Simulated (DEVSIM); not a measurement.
## abrupt Ge p-n junction

System: abrupt Ge p-n junction, at 300 K.

| layer (left to right) | material | thickness (μm) | Nd (cm⁻³) | Na (cm⁻³) | τn (s) | τp (s) |
|---|---|---|---|---|---|---|
| 1 | Ge | 21.0 | - | 3.6e15 | 7.5e-7 | 7.5e-7 |
| 2 | Ge | 8.10 | 1.6e15 | - | 7.5e-7 | 7.5e-7 |

Left contact: ohmic. Right contact: ohmic. Voltage is applied to the left contact. Recombination: SRH at mid-gap. Mobility is μmin + (μ − μmin)/(1 + (N/Nref)^α).

The device is made up for the run: typed textbook-type constants, with dimensions and the other settings drawn at random. Values at 300 K.

| parameter | Ge |
|---|---|
| gap (eV) | 0.664 |
| affinity (eV) | 4 |
| permittivity | 16 |
| Nc (cm⁻³) | 1.04e19 |
| Nv (cm⁻³) | 6e18 |
| μn (cm²/Vs) | 3900 |
| μp (cm²/Vs) | 1900 |
| μn,min | 150 |
| μp,min | 100 |
| Nref,n | 2.6e17 |
| Nref,p | 4e17 |
| αn | 0.56 |
| αp | 0.6 |

Simulated with DEVSIM: 1D drift-diffusion, Boltzmann statistics, complete ionisation; no tunnelling, impact ionisation, image-force lowering or self-heating.

```yaml
potential_step_across_the_device_at_zero_bias: 0.245 V
largest_field_in_the_device_at_zero_bias: 7000 V/cm
Dark forward voltage at 1 A/cm²: 0.148 V
Dark forward voltage at 100 A/cm²: 0.365 V
```

Dark reverse current:

```json
[
 {"V (V)": "-0.40", "J (A/cm²)": "-0.0038"},
 {"V (V)": "-1.00", "J (A/cm²)": "-0.0040"},
 {"V (V)": "-2.00", "J (A/cm²)": "-0.0043"},
 {"V (V)": "-3.00", "J (A/cm²)": "-0.0045"},
 {"V (V)": "-4.00", "J (A/cm²)": "-0.0047"},
 {"V (V)": "-6.00", "J (A/cm²)": "-0.0050"},
 {"V (V)": "-8.00", "J (A/cm²)": "-0.0054"},
 {"V (V)": "-10.00", "J (A/cm²)": "-0.0057"},
 {"V (V)": "-13.00", "J (A/cm²)": "-0.0061"},
 {"V (V)": "-16.00", "J (A/cm²)": "-0.0065"},
 {"V (V)": "-20.00", "J (A/cm²)": "-0.0071"}
]
```

Small-signal capacitance in reverse bias (quasi-static):

```
V (V)  C (nF/cm²)
-----  ----------
-0.4         14.5
-1           10.3
-2           7.57
-3           6.27
-4           5.48
-6           4.51
-8           3.92
-10          3.51
-13          3.09
-16          2.79
-20          2.49
```
